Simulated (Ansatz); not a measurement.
The reference is W in the bcc (W type) structure (space group Im-3m, No. 229; relaxed with 0.1 eV smearing).

```cif
data_W2
_chemical_formula_sum 'W2'
_space_group_name_H-M_alt 'Im-3m'
_space_group_IT_number 229
_space_group_name_Hall '-I 4 2 3'
_cell_length_a 3.18380
_cell_length_b 3.18380
_cell_length_c 3.18380
_cell_angle_alpha 90.000
_cell_angle_beta 90.000
_cell_angle_gamma 90.000
loop_
_atom_site_label
_atom_site_type_symbol
_atom_site_symmetry_multiplicity
_atom_site_Wyckoff_symbol
_atom_site_fract_x
_atom_site_fract_y
_atom_site_fract_z
_atom_site_occupancy
W1 W 2 a 0.00000 0.00000 0.00000 1
```
(The calculation used a cell of 1 atom; values per cell refer to that cell.)

Method: DFT with PBE, PAW potentials and a 420 eV plane-wave cutoff in Ansatz (a program for electronic structure), no spin-orbit coupling.

For the base:

- Pressure: 0.0 GPa
- Band gap: zero

It is then changed as follows: an isotropic linear strain of +2.50 %, atoms relaxed at fixed cell.

Question: Estimate the effect on the pressure.

Answer: The pressure goes from zero to -19.2 GPa.

Question: What does the calculation give for the energy relative to the base after the change?

Answer: The energy rises by 79 meV/atom.

Question: What does the calculation give for the band gap after the change?

Answer: The band gap remains zero.

Stability against distortions was not tested. The final runs are not spin-polarised.
